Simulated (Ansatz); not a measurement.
Start from InPd in the CsCl type structure (space group Pm-3m, No. 221; a = 3.2469 Å).

Calculations: PBEsol in Ansatz (plane waves to 420 eV, PAW, without spin-orbit coupling).

For the base:

- Density = 10.73 g/cm³

The change: cell and atoms relaxed at a pressure of 15 GPa.

**Question.** How does this affect the density?

**Answer.** The density goes up by 0.97 g/cm³ (10.73 g/cm³ → 11.70 g/cm³).

Load acts through the strain it causes; cell and atoms are relaxed under it. Stability against distortions was not tested. No other phases were tried under pressure. All final runs are without spin polarisation.

Ansatz is a program for electronic structure.
